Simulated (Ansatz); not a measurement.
Consider Al-vacancy pair (Al on one host Cu site, one Cu site vacant) in fcc Cu, neutral cell. The step: Al and the vacancy change places (Al-vacancy distance between ideal sites 2.57 Å throughout); the atom moves 2.47 Å along (0.00, 0.48, 0.48) of the unit cell; the moving atom starts with neighbours 4 Cu at 2.54, 2 Cu at 2.57, 4 Cu at 2.59, Cu at 2.61 Å and ends with 4 Cu at 2.54, 2 Cu at 2.57, 4 Cu at 2.59, Cu at 2.61 Å. A PBE band in Ansatz (plane-wave PAW, a 2×2×2 k-point mesh shifted by half a step, 32 host sites, 17 SCF runs with any check of the saddle's order, static, no finite-size correction) gives a forward barrier of 0.59 eV. The saddle point's order was not checked, and it lies on a symmetry element of the cell, where a band can be held. Forms of the defect that were not tried may lie lower. The order of the sites in energy changes with the mesh.

Single points at the band's start and saddle point can refine it. Rough cost of one point, in units of the band's mean SCF on the same machine:

```csv
Level,Cost of one point
"PBE, a 4×4×4 k-point mesh shifted by half a step",about 6
"r2SCAN at 500 eV, a 2×2×2 k-point mesh shifted by half a step",about 3
```

Task: Which of these move the barrier by more than 0.1 eV, and how far does each move it?

Result: Not one does. PBE, a 4×4×4 k-point mesh shifted by half a step: +0.01 eV; r2SCAN at 500 eV, a 2×2×2 k-point mesh shifted by half a step: +0.04 eV. Each functional is compared with PBE at the same k-points.

Ansatz is an electronic-structure program.
